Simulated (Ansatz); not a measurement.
The reference is CsPbBr3 in the cubic perovskite structure (space group Pm-3m, No. 221; a = 6.003 Å).

All numbers come from PBE/PAW in Ansatz (a first-principles code), scalar-relativistic without spin-orbit coupling.

For the base:

| Property | Value |
|---|---|
| Width of the top valence band | 1.66 eV |
| Hole mass | 0.18 mₑ (at R) |
| Electron mass | 0.091, 0.84, 0.84 mₑ (at R) |
| Lattice parameter a | 6.003 Å |

One thing is altered: a hydrostatic pressure of 10 GPa.

Problem. Predict the new width of the top valence band.

Solution. The width of the top valence band increases by 2.12 eV, from 1.66 eV to 3.78 eV.

Problem. How does this affect the hole mass?

Solution. The hole mass changes from 0.18 mₑ (at R) to 0.032 mₑ (at R).

Problem. Predict the new electron mass.

Solution. The electron mass (degenerate bands, along [100]) changes from 0.091, 0.84, 0.84 mₑ (at R) to 0.028, 0.57, 0.57 mₑ (at R).

Problem. What happens to the lattice parameter a?

Solution. The lattice parameter a decreases by 0.535 Å, from 6.003 Å to 5.468 Å.

Spin-orbit coupling, missing from the scalar runs, can matter with Pb. The levels and masses belong to the bands next to the band gap. Load acts through the strain it causes; cell and atoms are relaxed under it. Masses are band curvatures over ±0.01 Å⁻¹ around the edge. Whether these cells are dynamically stable was not tested. Competing high-pressure phases were not computed. Many cubic perovskites are stable only at high temperature; tilts and polar distortions were not tested. This is not the structure that CsPbBr3 has at room temperature and ambient pressure.
